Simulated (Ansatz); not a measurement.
GaP under load (space group R3m), Ansatz (a program for electronic structure) with r2SCAN with spin-orbit coupling, rigid bands. Condition of this run: biaxial stress in (111) of 1.4 GPa (compression positive) (the target of the relaxation). Band gap 1.75 eV, N_c = 3.98e19 cm⁻³ and N_v = 1.24e19 cm⁻³ at 300 K, conductivity masses of 0.342 mₑ (electrons) and 0.443 mₑ (holes). Take k_BT = 0.02585 eV.

What thermal injection velocity √(2k_BT/πm) limits a ballistic channel?

9.20e6 cm/s for electrons and 8.08e6 cm/s for holes, a ratio of √(m_h/m_e) = 1.14, for dilute carriers.

A film of it is 3 nm thick. Estimate the confinement energies in an infinite well.

ħ²π²/(2m t²) = 0.376 eV·nm²/(m/mₑ × t²) gives 122 meV for electrons and 94.3 meV for holes, so the gap would widen to about 1.97 eV. Finite barriers and nonparabolic bands lower this, and with several valleys or bands the heaviest mass along the normal sets the lowest level, not this average.

Find the intrinsic carrier density and the intrinsic Fermi level.

n_i = √(N_c N_v) exp(−E_g/2k_BT) = 2.22e19 × exp(−33.85) = 4.4e4 cm⁻³. The level lies (k_BT/2) ln(N_v/N_c) = -15 meV from mid-gap (positive towards the conduction band). Each 0.1 eV added to the gap lowers n_i by a factor of 6.9.

Rigid bands with the computed gap; masses take one relaxation time for all states. Geometry: cell and atoms relaxed with PBEsol.
